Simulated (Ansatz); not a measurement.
# cubic BaZrO3 (1 1 0) on zinc-blende GaAs (1 1 0) (film strained to the substrate, started from cuts of the bulks and a machine-learned relaxation; slabs As8Ga8 and Ba4Zr4O10, which can lie off the formulas)

A periodic stack without vacuum, cubic BaZrO3 (1 1 0) on zinc-blende GaAs (1 1 0) (film strained to the substrate, started from cuts of the bulks and a machine-learned relaxation; slabs As8Ga8 and Ba4Zr4O10, which can lie off the formulas): substrate slab As8Ga8, film Ba4Zr4O10, surface cells [[0, -1], [1, -1]] and [[1, 0], [1, 1]], film strained by -3.9 and -3.9 %, outermost planes AsGa/AsGa and BaOZr/BaOZr as cut, which need not be the usual terminations and can put a slab off its formula.

The start was prepared with a machine-learned potential, and the result is one local minimum, with the in-plane cell held and forces under 0.04 eV/Å; the film can end far from its bulk form.

Method: PBE (plane waves to 420 eV, PAW; Ansatz, a program for electronic structure). No spin–orbit coupling; PBE gaps are too small against experiment. Its k-point mesh 7×4×1, Fermi–Dirac width 0.05 eV.

The interface area is 23.3 Å² and the period is 28.43 Å. The heights between the nearest atoms of the two slabs at the two interfaces is 2.38 and 2.37 Å. The As–Ba contacts across the interfaces within 1.22 times the sum of covalent radii is 4, mean 3.54 Å, the Ga–Zr contacts across the interfaces within 1.22 times the sum of covalent radii comes out as 4, mean 3.16 Å and the Ba–Ga contacts across the interfaces within 1.22 times the sum of covalent radii is 4, mean 3.79 Å. The As–Zr contacts across the interfaces within 1.22 times the sum of covalent radii is 2, mean 2.72 Å and the spin-polarised check at this geometry is falls back to no moment.

```yaml
crystal:
  lattice:
    - [4.06276, 0.00004, 0.02138]
    - [4.06285, 5.74557, -0.02768]
    - [1.84351, 0.23424, 28.43880]
  atoms:
    - { symbol: As, position: [0.36699, 0.28323, 0.03986] }
    - { symbol: As, position: [0.31492, 0.79973, 0.11655] }
    - { symbol: As, position: [0.27553, 0.30478, 0.18654] }
    - { symbol: As, position: [0.24016, 0.80433, 0.25969] }
    - { symbol: As, position: [0.20547, 0.30451, 0.32978] }
    - { symbol: As, position: [0.16882, 0.80522, 0.40294] }
    - { symbol: As, position: [0.13852, 0.30036, 0.47295] }
    - { symbol: As, position: [0.11586, 0.78425, 0.54953] }
    - { symbol: Ga, position: [0.56493, 0.05030, 0.11553] }
    - { symbol: Ga, position: [0.56374, 0.59149, 0.03915] }
    - { symbol: Ga, position: [0.49075, 0.05446, 0.25824] }
    - { symbol: Ga, position: [0.52483, 0.55457, 0.18834] }
    - { symbol: Ga, position: [0.41998, 0.05495, 0.40116] }
    - { symbol: Ga, position: [0.45457, 0.55465, 0.33127] }
    - { symbol: Ga, position: [0.31562, 0.09180, 0.55028] }
    - { symbol: Ga, position: [0.38753, 0.55081, 0.47395] }
    - { symbol: Ba, position: [0.81956, 0.51820, 0.63630] }
    - { symbol: Zr, position: [0.82668, 0.00863, 0.63389] }
    - { symbol: O, position: [0.36618, 0.96257, 0.64864] }
    - { symbol: Ba, position: [0.28415, 0.99926, 0.74071] }
    - { symbol: Zr, position: [0.27891, 0.50512, 0.74083] }
    - { symbol: O, position: [0.53745, 0.27922, 0.67962] }
    - { symbol: O, position: [0.04527, 0.76146, 0.68996] }
    - { symbol: O, position: [0.80635, 0.47826, 0.73975] }
    - { symbol: Ba, position: [0.73104, 0.49951, 0.84879] }
    - { symbol: Zr, position: [0.72606, 0.00496, 0.84857] }
    - { symbol: O, position: [0.01655, 0.74051, 0.79594] }
    - { symbol: O, position: [0.51729, 0.24077, 0.79355] }
    - { symbol: O, position: [0.25165, 0.97901, 0.84955] }
    - { symbol: Ba, position: [0.16324, 0.01798, 0.95297] }
    - { symbol: Zr, position: [0.16971, 0.50843, 0.95565] }
    - { symbol: O, position: [0.44469, 0.26008, 0.89980] }
    - { symbol: O, position: [0.92490, 0.77778, 0.90952] }
    - { symbol: O, position: [0.72259, 0.46308, 0.94084] }
```
